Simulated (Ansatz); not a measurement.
The cell is made up: elements placed on another compound's structure type, so the phase may be hypothetical.

By PBEsol, the system below comes out a metal.

The ballistic (Sharvin) conductance counts the channels at the Fermi level: G/A = (e²/h) × channels of both spins per area.

Consider the following.

```yaml
crystal:
  lattice:
    - [4.14335, 0.00000, 0.00000]
    - [0.00000, 4.14335, 0.00000]
    - [0.00000, 0.00000, 4.14335]
  atoms:
    - { symbol: In, position: [0.00000, 0.00000, 0.00000] }
    - { symbol: Mo, position: [0.00000, 0.50000, 0.50000] }
    - { symbol: Mo, position: [0.50000, 0.00000, 0.50000] }
    - { symbol: Mo, position: [0.50000, 0.50000, 0.00000] }
    - { symbol: N, position: [0.50000, 0.50000, 0.50000] }
```

Space group of this cell: Pm-3m, anti-perovskite. The cell was relaxed by PBE-D3(BJ); by PBEsol its mean pressure is -1.3 GPa.

The current flows along the normal of the first two printed cell vectors. No spin-orbit coupling; the value is a mean over 0.1 eV about the Fermi level.

Give the ballistic conductance per area that PBEsol run with Ansatz (an electronic-structure program) yields.

0.79 × 10¹⁵ S/m² for both spins.
